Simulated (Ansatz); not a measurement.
Levels about the gap of amorphous selenium (Se65) (65 atoms in a cell of 1962 Å³, 4.34 g/cm³; zone centre alone, so wide bands show as single levels with stretches between that a denser mesh fills), at the geometry that PBE-D3(BJ) relaxed, where it gives 0.0 GPa on a denser mesh. The participation number counts the atoms over which a state spreads; weights are charges in smoothed Voronoi cells. The levels come from a single point, so bond lengths are those of that geometry. Method of the levels: PBE-D3(BJ), scalar-relativistic without spin-orbit coupling, PAW (Ansatz default set, large-core Se) (Ansatz, a program for electronic structure). Sampling: the zone centre alone; Fermi-Dirac width 0.05 eV; no spin polarisation.

Preparation: random packing, an ab initio melt and quench, and a relaxation. It is a model cell: composition and starting density were chosen by hand, and all elements were melted together. The geometry includes D3(BJ) dispersion. Its density started from a set value of 4.21 and ended at 4.34 g/cm³. The quench (nominally 24 K/ps over its main leg) was far faster than any real one, so the model tends to hold more defects than a real film. One small periodic cell is one sample of the glass; other quenches scatter about these values. The volume was free in the relaxation, at fixed shape.

| E - E(highest filled), eV | filling | participation number | largest on | weight Se |
|---|---|---|---|---|
| -0.37 | filled | 36.1 | Se, 2 neighbours | 1.00 |
| -0.32 | filled | 32.3 | Se, 2 neighbours | 1.00 |
| -0.27 | filled | 26.8 | Se, 2 neighbours | 1.00 |
| -0.22 | filled | 32.3 | Se, 2 neighbours | 1.00 |
| -0.20 | filled | 25.6 | Se, 2 neighbours | 1.00 |
| -0.11 | filled | 20.1 | Se, 2 neighbours | 1.00 |
| 0.00 | filled | 25.6 | Se, 2 neighbours | 1.00 |
| 0.93 | empty | 25.5 | Se, 2 neighbours | 1.00 |
| 1.01 | empty | 44.9 | Se, 2 neighbours | 1.00 |
| 1.16 | empty | 22.2 | Se, 2 neighbours | 1.00 |
| 1.27 | empty | 35.5 | Se, 2 neighbours | 1.00 |
| 1.29 | empty | 39.1 | Se, 2 neighbours | 1.00 |
| 1.37 | empty | 48.2 | Se, 2 neighbours | 1.00 |
| 1.41 | empty | 38.4 | Se, 2 neighbours | 1.00 |

Most localised among these is the filled level at -0.11 eV, on a Se atom, which has 2 neighbours (Se 2.36 Å, Se 2.41 Å).
